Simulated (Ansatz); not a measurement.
The starting structures come from a database of crystals and need not be the phases stable at ambient conditions.

The decay constant κ of evanescent states in the gap governs leakage through a thin film.

Here is the system:

```
AlNaRb2F6
1.0
    5.97454     0.00000     0.00000
    0.00000     5.97454     0.00000
    2.98727    -2.98727     4.22464
Rb Na Al F
2 1 1 6
Direct
  0.25000   0.25000   0.50000
  0.75000   0.75000   0.50000
  0.50000   0.50000   0.00000
  0.00000   0.00000   0.00000
  0.21890   0.21890   0.00000
  0.78110   0.78110   0.00000
  0.78110   0.21890   0.00000
  0.21890   0.78110   0.00000
  0.78110   0.21890   0.43780
  0.21890   0.78110   0.56220
```

Space group of this cell: Fm-3m. The cell is taken as given; by r2SCAN its mean pressure is -3.4 GPa.

Transport runs along the normal of the first two printed cell vectors, the (001) plane of the conventional cell.

The gap is the functional's own, uncorrected, and κ follows it; spin-orbit coupling is left out. Mid-gap values are interpolated between the computed energies.

### Question
Give the band gap and the smallest decay constant κ at mid-gap that r2SCAN in Ansatz (a program for electronic structure) yields.

### Answer
Gap 7.69 eV on a 8×8×8 mesh; κ = 0.558 1/Å, at the zone centre.
